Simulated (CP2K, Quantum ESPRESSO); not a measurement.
A CP2K input for a self-consistent single point of Tl (P6_3/mmc, 2 atoms in the cell) (DFT PBE, GPW, DZVP-MOLOPT-SR-GTH basis, GTH-PBE potentials (GTH_POTENTIALS)):

```
&GLOBAL
  PROJECT calc
  RUN_TYPE ENERGY_FORCE
  PRINT_LEVEL MEDIUM
&END GLOBAL
&FORCE_EVAL
  METHOD Quickstep
  STRESS_TENSOR ANALYTICAL
  &DFT
    BASIS_SET_FILE_NAME BASIS_MOLOPT
    POTENTIAL_FILE_NAME GTH_POTENTIALS
    &QS
      METHOD GPW
      EPS_DEFAULT 1E-10
    &END QS
    &MGRID
      CUTOFF 500
      REL_CUTOFF 50
      NGRIDS 5
    &END MGRID
    &SCF
      SCF_GUESS ATOMIC
      EPS_SCF 1E-6
      MAX_SCF 100
      ADDED_MOS 5
      &DIAGONALIZATION
        ALGORITHM STANDARD
      &END DIAGONALIZATION
      &MIXING
        METHOD BROYDEN_MIXING
        ALPHA 0.3
        NBUFFER 8
      &END MIXING
      &SMEAR ON
        METHOD FERMI_DIRAC
        ELECTRONIC_TEMPERATURE [K] 580.23
      &END SMEAR
    &END SCF
    &KPOINTS
      SCHEME MONKHORST-PACK 9 9 5
    &END KPOINTS
    &XC
      &XC_FUNCTIONAL PBE
      &END XC_FUNCTIONAL
    &END XC
    &PRINT
      &MO
        EIGENVALUES T
        OCCUPATION_NUMBERS T
        NDIGITS 8
        FILENAME mo
        &EACH
          QS_SCF 0
        &END EACH
        ADD_LAST NUMERIC
      &END MO
      &MULLIKEN ON
      &END MULLIKEN
    &END PRINT
  &END DFT
  &SUBSYS
    &CELL
      A 3.49388400 0.00000000 0.00000000
      B -1.74694200 3.02579200 0.00000000
      C 0.00000000 0.00000000 5.64098100
      PERIODIC XYZ
    &END CELL
    &COORD
      Tl      -0.00000175     2.01719568     1.41024525
      Tl       1.74694375     1.00859632     4.23073575
    &END COORD
    &KIND Tl
      BASIS_SET DZVP-MOLOPT-SR-GTH-q13
      POTENTIAL GTH-PBE-q13
    &END KIND
  &END SUBSYS
  &PRINT
    &FORCES ON
    &END FORCES
    &STRESS_TENSOR ON
    &END STRESS_TENSOR
  &END PRINT
&END FORCE_EVAL
```

Give the Quantum ESPRESSO input for the same structure, mesh, smearing and functional.

One input that does it (others would too):

```fortran
&control
    calculation = 'scf'
    prefix = 'tl'
    outdir = './tmp/'
    pseudo_dir = './'
    tprnfor = .true.
    tstress = .true.
/
&system
    ibrav = 0
    nat = 2
    ntyp = 1
    ecutwfc = 65
    occupations = 'smearing'
    smearing = 'fermi-dirac'
    degauss = 0.0036749
/
&electrons
    conv_thr = 1.0d-10
    mixing_beta = 0.4
/
ATOMIC_SPECIES
Tl   204.3800  Tl.upf
ATOMIC_POSITIONS angstrom
Tl    0.000000000    2.017194767    1.410245250
Tl    1.746941913    1.008597384    4.230735750
K_POINTS automatic
9 9 5  0 0 0
CELL_PARAMETERS bohr
   6.602483542     0.000000000     0.000000000
  -3.301241771     5.717918475     0.000000000
   0.000000000     0.000000000    10.659909164
```

Basis, cutoffs, solver keys and any potentials are the target program's own. This input uses DFT, PBE, plane waves, PseudoDojo standard norm-conserving (PBE) pseudopotentials. Both were run: pressure 2.34 GPa in CP2K and 1.58 in Quantum ESPRESSO.

On Quantum ESPRESSO: the starting cell comes from a database of computed structures (which also holds hypothetical and non-ambient phases and stackings), without a prior relaxation at this level. Its lattice was rescaled by a random factor within 2.5 % of one. For this run, on top of that: lattice scaled by 0.98.

On CP2K: the starting cell comes from a database of computed structures (which also holds hypothetical and non-ambient phases and stackings), without a prior relaxation at this level. Its lattice was rescaled by a random factor within 2.5 % of one. For this run, on top of that: lattice scaled by 0.98. Values carry the incompleteness of an atom-centred basis.
